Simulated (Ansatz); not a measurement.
Abridged Ansatz (a quantum-chemistry and plane-wave program) output:

```
Pseudopotential: C, paw, valence charge 4
Crystal: 2 atoms, lattice volume = 11.390 Å³
Basis set: ecut = 420 eV, 229 PW (Γ), exchange–correlation on 36×36×36 points (8 copies of the dense FFT grid, shifted against one another)
Bands: 8, of which v1, the nominal top of the filled ones, is band 4 counted from 1 (3 counted from 0)
Symmetry: 48 space group operations
k-points: 145 of 4096
Functional: x = pbe(κ = 0.804, μ = 0.2195149727645171), c = pbe(β = 0.06672455060314922)
SCF iter   1: F=—  HF=-501.615646 eV  |F-HF|=—  |Δ(HF+E_count)|=         —  Δρ=1.79e-3  dr2=1.07e-4  ethr=1.77e-3  ⟨swp⟩=4.7  Hψ=7492  notcnv=0
SCF iter   2: F=—  HF=-501.615736 eV  |F-HF|=—  |Δ(HF+E_count)|=   9.03e-5  Δρ=9.16e-4  dr2=2.85e-5  ethr=1.34e-6  ⟨swp⟩=2.1  Hψ=2819  notcnv=0
SCF 1 converged in 6 iterations: F = -501.615785 eV  dr2 = 1.65e-12
SCF converged after 6 iterations
Free energy (F): -501.615785 eV
Internal energy: -501.615785 eV  (E = F + TS)
E sigma→0 (E₀):  -501.615785 eV
Fermi energy:    15.289793 eV
--- Forces (eV/Å), atoms counted from 1 ---
  atom   1  C     -0.00000000    -0.00000000     0.00000000
  atom   2  C     -0.00000000    -0.00000000     0.00000000
--- Stress (GPa, compression-positive) ---
        0.007012       0.000000      -0.000000
        0.000000       0.007012       0.000000
        0.000000       0.000000       0.007012
  P = ⅓ Tr σ = 0.0070 GPa (0.070 kbar)
```

**Question.** What was computed, and what are the main results?

**Answer.** C, 2 atoms in the cell, with PBE, PAW, 420 eV (Ansatz; no spin-orbit coupling). The last SCF converged to F = -501.615785 eV, or -250.8079 eV per atom, at a pressure of 0.01 GPa. The total energy compares only with runs of the same code, potentials and settings.

No phonon test of stability was made. The cell is C in the diamond structure (space group Fd-3m, No. 227).
